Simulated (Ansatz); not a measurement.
## TiSe2 under a change: pressure 18 GPa

Take TiSe$_{2}$ in the CdI2 type structure (space group P-3m1, No. 164; a = 3.4810 Å, c = 5.8719 Å; layered, stacked along the Cartesian z axis) as the base.

One thing is altered: cell and atoms relaxed at a pressure of 18 GPa.

Calculations: Kohn–Sham DFT with the PBE-D3(BJ) functional, run in Ansatz (a first-principles code) with PAW and 420 eV plane waves, no SOC. Settings: 15×15×8 k-points, 0.05 eV Fermi–Dirac smearing.

```json
[
 {"quantity": "volume per atom", "base": "20.54 Å³", "changed": "16.53 Å³", "shift": "-4.01 Å³"},
 {"quantity": "density", "base": "5.55 g/cm³", "changed": "6.89 g/cm³", "shift": "+1.34 g/cm³"},
 {"quantity": "lattice parameter a", "base": "3.481 Å", "changed": "3.250 Å", "shift": "-0.231 Å"},
 {"quantity": "c/a ratio", "base": "1.687", "changed": "1.668", "shift": "-0.0184"},
 {"quantity": "shortest interatomic distance", "base": "2.540 Å", "changed": "2.452 Å", "shift": "-0.088 Å"},
 {"quantity": "band gap", "base": "zero", "changed": "zero", "shift": "–"}
]
```

Load acts through the strain it causes; cell and atoms are relaxed under it. No phonon test of stability was made. No other phases were tried under pressure. All final runs are without spin polarisation.
